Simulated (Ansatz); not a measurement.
Consider KZnF3 in the cubic perovskite structure (space group Pm-3m, No. 221; a = 4.0523 Å). Axes: x, y, z lie along the cube axes.

Method: Ansatz (a quantum-chemistry and plane-wave program), PBEsol, PAW, cutoff 420 eV, without spin-orbit coupling.

For the base:

```
Quantity              Result
-------------------  -------
Smallest direct gap  5.52 eV
```

It is then changed as follows: biaxial strain +1.20 %, plane normal [001], relaxed out of plane (Cartesian); in-plane vectors clamped, the third vector and the atoms free.

Problem. What happens to the energy relative to the base, in-plane stress, ratio −ε⊥/ε∥ and smallest direct gap?

Solution. The energy goes up by 1.7 meV/atom; the mean in-plane stress (compression positive) amounts to -1.7 GPa; the ratio −ε⊥/ε∥ is 0.73; the smallest direct gap shrinks by 0.128 eV (5.52 eV → 5.40 eV).

Whether these cells are dynamically stable was not tested. Many cubic perovskites are stable only at high temperature; tilts and polar distortions were not tested.
